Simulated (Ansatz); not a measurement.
Response to strain in hypothetical CsCl type TaAs

The parent structure is TaAs in the CsCl type structure (space group Pm-3m, No. 221; a = 3.2150 Å; a hypothetical phase, not in the database extracts checked; relaxed with 0.1 eV smearing). Axes: x, y, z lie along the cube axes.

Strains are applied to the cell and any free atomic positions relax; under biaxial strain the out-of-plane vector relaxes too.

Level of theory: DFT with PBE, PAW potentials and a 420 eV plane-wave cutoff in Ansatz (a program for electronic structure), no SOC.

Notes on the quantities. energy relative to the base: free energy F; pressure: mean of the normal stresses, compression positive.

```tsv
variant	energy relative to the base	pressure	space group	volume per atom
base	0 meV/atom	0.0 GPa	Pm-3m (No. 221)	16.62 Å³
biaxial strain +2.46 %, plane normal [001], relaxed out of plane	+24 meV/atom	-5.9 GPa	P4/mmm (No. 123)	17.23 Å³
biaxial strain −3.90 %, plane normal [110], relaxed out of plane	+69 meV/atom	12.3 GPa	Cmmm (No. 65)	15.70 Å³
biaxial strain −0.66 %, plane normal [110], relaxed out of plane	+1.8 meV/atom	1.7 GPa	Cmmm (No. 65)	16.46 Å³
biaxial strain +2.40 %, plane normal [110], relaxed out of plane	+21 meV/atom	-5.2 GPa	Cmmm (No. 65)	17.17 Å³
biaxial strain −2.18 %, plane normal [111], relaxed out of plane	+19 meV/atom	5.9 GPa	R-3m (No. 166)	16.14 Å³
biaxial strain −1.99 %, plane normal [111], relaxed out of plane	+16 meV/atom	5.3 GPa	R-3m (No. 166)	16.18 Å³
isotropic strain −0.92 %	+7.3 meV/atom	5.3 GPa	Pm-3m (No. 221)	16.16 Å³
tensor shear ε_xy = +1.12 %	+3.0 meV/atom	0.1 GPa	Cmmm (No. 65)	16.61 Å³
tensor shear ε_yz = +3.92 %	+37 meV/atom	1.3 GPa	Cmmm (No. 65)	16.59 Å³
```

Whether these cells are dynamically stable was not tested. All final runs are without spin polarisation.
